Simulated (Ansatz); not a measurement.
Here is the system:

```xyz
2
Lattice="0.0000 3.0666 3.1586 3.0666 0.0000 3.1586 3.0666 3.0666 0.0000" Properties=species:S:1:pos:R:3 pbc="T T T"
Cd     0.0000     0.0000     0.0000
Se     1.5333     1.5333     1.5793
```

No spin polarisation.

Method: r2SCAN in Ansatz (plane waves to 500 eV, PAW, no spin-orbit coupling). Settings: 9×9×9 k-points, 0.05 eV Fermi–Dirac smearing.

Q: Predict the band gap, stress and gap character.

A: The band gap is 0.94 eV and the stress (xx, yy, zz, yz, xz, xy; compression positive) is (-1.24, -1.24, -1.83, 0.00, 0.00, 0.00) GPa. The gap character comes out as direct at Γ.

The cells carry an imposed strain or load. Whether these cells are dynamically stable was not tested. The cell was made from CdSe in the zinc blende structure (space group F-43m, No. 216) by this change: uniaxial strain ε_zz = +3.00 %.

Ansatz is a first-principles code.
